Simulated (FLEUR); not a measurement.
Worked example: self-consistent single point of BP (F-43m, 2 atoms in the cell) in FLEUR.

Level of theory: PBEsol, all-electron FLAPW (FLEUR), scalar-relativistic valence run with FLEUR.

The change in words: lattice scaled by 0.985; Kmax: 4.4 1/bohr → 3.41 1/bohr; Gmax: 17.6 1/bohr → 13.6 1/bohr; GmaxXC: 17.6 1/bohr → 13.6 1/bohr. Reference geometry:
```
BP
1.0
    0.00000     2.26607     2.26607
    2.26607     0.00000     2.26607
    2.26607     2.26607     0.00000
B P
1 1
Direct
  0.00000   0.00000   0.00000
  0.25000   0.25000   0.25000
```

Reference input (self-consistent single point, DFT, PBEsol, all-electron FLAPW (FLEUR), scalar-relativistic valence): Kmax = 4.4 1/bohr; GmaxXC = 17.6 1/bohr; xcFunctional = PBEs; jspins = 1; l_soc = F; mode = hist; fermiSmearingEnergy = 0.0001 Htr; mesh (inpgen div1-3) = 7 7 7; inpgen gamma flag = false; Gmax = 17.6 1/bohr; numbands = 0; maxIterBroyd = 15. This run's input differs from it in these lines:

```diff
@@ -3,5 +3,5 @@
 &input film=f /
-0.0000000000 4.2822516792 4.2822516792
-4.2822516792 0.0000000000 4.2822516792
-4.2822516792 4.2822516792 0.0000000000
+-0.0000000000 4.2180179985 4.2180179985
+4.2180179985 -0.0000000000 4.2180179985
+4.2180179985 4.2180179985 -0.0000000000
 1.0
@@ -24,3 +24,3 @@
    <calculationSetup>
-      <cutoffs Kmax="4.4" Gmax="17.6" GmaxXC="17.6" numbands="0"/>
+      <cutoffs Kmax="3.41" Gmax="13.6" GmaxXC="13.6" numbands="0"/>
       <scfLoop itmax="80" minDistance="0.00001" maxIterBroyd="15" imix="Anderson" alpha="0.05" precondParam="0.0" spinf="2.0"/>
@@ -44,5 +44,5 @@
          <bravaisMatrix>
-            <row-1>    0.0000000000000000     4.2822516791999998     4.2822516791999998</row-1>
-            <row-2>    4.2822516791999998     0.0000000000000000     4.2822516791999998</row-2>
-            <row-3>    4.2822516791999998     4.2822516791999998     0.0000000000000000</row-3>
+            <row-1>    0.0000000000000000     4.2180179984999997     4.2180179984999997</row-1>
+            <row-2>    4.2180179984999997     0.0000000000000000     4.2180179984999997</row-2>
+            <row-3>    4.2180179984999997     4.2180179984999997     0.0000000000000000</row-3>
          </bravaisMatrix>
```

The program printed (abridged):

```
 Iteration:     1   Distance:      16.28072795 me/bohr^3
 Iteration:     2   Distance:      15.05567348 me/bohr^3
 Iteration:     3   Distance:       5.77397850 me/bohr^3
 Iteration:     4   Distance:       2.09988188 me/bohr^3
 Iteration:     5   Distance:       0.95698433 me/bohr^3
   [... 4 lines left out ...]
 Iteration:    10   Distance:       0.00098969 me/bohr^3
 Iteration:    11   Distance:       0.00011507 me/bohr^3
 Iteration:    12   Distance:       0.00005389 me/bohr^3
 Iteration:    13   Distance:       0.00000333 me/bohr^3
 Run finished successfully
 Stop message:
   Structural relaxation: Done

[file out, last iteration]
             iter=     14
[...]
          total density-effective poten   -5.6610137418E+02
          total charge density-energy d   -2.6635511672E+01
 Updated energy parameters for spin:           1
[...]
 fermi energy and band-weighting factors:

[...]
FERMIE:
          first approx. to ef    (T=0)  :   0.342391 htr   (energy of the highest occ. eigenvalue)
          number of occ. states  (T=0)  :        120
          first approx. to seigv (T=0)  :   0.767099 htr
          sum of weights of occ. states :   4.000000
          sum of semicore charge        :   0.000000 e
FERHIS:  Fermi-Energy by histogram:
          bandgap                     :   0.039668 htr
   [... lines left out ...]
          charge neutrality (T=0)     :   0.000000    (zero if the highest occ. eigenvalue is "entirely" occupied)
 Direct bandgap for spin            1 :   0.12714241963369272       Htr
 ---->    free energy=                      -366.2817102535 htr
   [... lines left out ...]
      extrapolation for T->0
 ---->    total electron energy=            -366.2817102535 htr
 ***** TOTAL FORCES ON ATOMS *****
 TOTAL FORCE FOR ATOM TYPE=  1  X=  0.000   Y=  0.000   Z=  0.000
                       FX_TOT= 0.000000 FY_TOT= 0.000000 FZ_TOT= 0.000000
 TOTAL FORCE FOR ATOM TYPE=  2  X=  2.109   Y=  2.109   Z=  2.109
                       FX_TOT= 0.000000 FY_TOT= 0.000000 FZ_TOT= 0.000000
 Structural relaxation: Done
```

The run converged in 13 iterations. FLEUR gives forces in its relaxation mode, with a further iteration, so its stop message speaks of a relaxation. Against the reference run the free energy rises by 74.4 meV/atom and the gap on the mesh goes from 1.130 to 1.079 eV.

The starting cell comes from a database of computed structures (which also holds hypothetical and non-ambient phases and stackings), without a prior relaxation at this level. For this run, on top of that: lattice scaled by 0.985. Values depend on the basis (sphere radii, cutoffs, local orbitals), which need not be converged.
